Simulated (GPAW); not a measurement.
Worked example: self-consistent single point of TiB2 (P6/mmm, 3 atoms in the cell) in GPAW.

Computed with revPBE, real-space grid, GPAW PAW datasets revPBE (gpaw-data 1.0.1) (GPAW 25.7.0).

```yaml
crystal:
  lattice:
    - [3.08524, 0.00000, 0.00000]
    - [-1.54262, 2.67189, 0.00000]
    - [0.00000, 0.00000, 3.29205]
  atoms:
    - { symbol: Ti, position: [0.00000, 0.00000, 0.00000] }
    - { symbol: B, position: [0.33333, 0.66667, 0.50000] }
    - { symbol: B, position: [0.66667, 0.33333, 0.50000] }
```

Reference input (self-consistent single point, DFT PBE, real-space grid, GPAW PAW datasets PBE (gpaw-data 1.0.1)): mode = fd; h = 0.18 Å; xc = PBE; kpts = 8 8 7; mesh shift (steps) = 0.5 0.5 0.5; occupations.name = methfessel-paxton; occupations.width = 0.1 eV; occupations.order = 0; nbands = -7; convergence.density = 1e-05 e/electron; symmetry.symmorphic = false; symmetry.tolerance = 0.0005. This run's input differs from it in these lines:

```diff
@@ -15,3 +15,3 @@
             h=0.18,
-            xc='PBE',
+            xc='revPBE',
             kpts=monkhorst_pack((8, 8, 7)) + [0, 0, 0.5 / 7],
```

Its files differ too (potentials: GPAW PAW datasets revPBE (gpaw-data 1.0.1)).

Output (repeated stretches shortened):

```
     iter     time        total  log10-change:
                         energy   eigst   dens
iter:   1 --:--:--   -23.731556
iter:   2 --:--:--   -23.293516   -0.28  -1.05
iter:   3 --:--:--   -22.220900   -0.12  -1.11
iter:   4 --:--:--   -22.186593   -1.31  -1.70
iter:   5 --:--:--   -22.208506   -1.56  -1.61
iter:   6 --:--:--   -22.200058   -1.80  -2.02
iter:   7 --:--:--   -22.201831c  -2.04  -2.49
iter:   8 --:--:--   -22.199609c  -2.60  -2.23
iter:   9 --:--:--   -22.199617c  -3.25  -3.44
iter:  10 --:--:--   -22.199675c  -3.61  -3.57
iter:  11 --:--:--   -22.199637c  -4.10  -3.36
   [... 3 lines left out ...]
iter:  15 --:--:--   -22.199623c  -5.38  -3.85
iter:  16 --:--:--   -22.199623c  -5.99  -4.71
iter:  17 --:--:--   -22.199623c  -6.35  -4.72
iter:  18 --:--:--   -22.199623c  -6.78  -4.64
iter:  19 --:--:--   -22.199623c  -7.17  -5.09c
iter:  20 --:--:--   -22.199623c  -7.59c -5.18c
Converged after 20 iterations.

Dipole moment: (-0.258121, -0.447079, -0.713409) |e|*Ang

Energy contributions relative to reference atoms: (reference = -24568.716324)

Kinetic:        +14.475358
Potential:      -14.381579
External:        +0.000000
XC:             -22.434900
Entropy (-ST):   -0.002422
Local:           +0.142708
SIC:             +0.000000
--------------------------
Free energy:    -22.200834
Extrapolated:   -22.199623

Showing only first 2 kpts
 Kpt  Band  Eigenvalues  Occupancy
  0     7      8.41296    2.00000
  0     8      9.51344    2.00000
  0     9     12.41978    0.00000
  0    10     12.56032    0.00000

  1     7      8.75741    2.00000
  1     8     10.72051    1.99936
  1     9     11.61836    0.00000
  1    10     11.84447    0.00000

Fermi level: 10.96180

No gap
No difference between direct/indirect transitions
Energy (eV): -22.199623

Forces in eV/Ang:
  0 Ti    0.00000    0.00000    0.00000
  1 B     0.00000    0.00000    0.00000
  2 B     0.00000    0.00000    0.00000
```

The run converged in 20 iterations. 

The starting cell comes from a database of computed structures (which also holds hypothetical and non-ambient phases and stackings), without a prior relaxation at this level. Its lattice was rescaled by a random factor within 2.5 % of one. Spin polarisation is off.

Cost on one core of a shared machine: roughly 2 min.
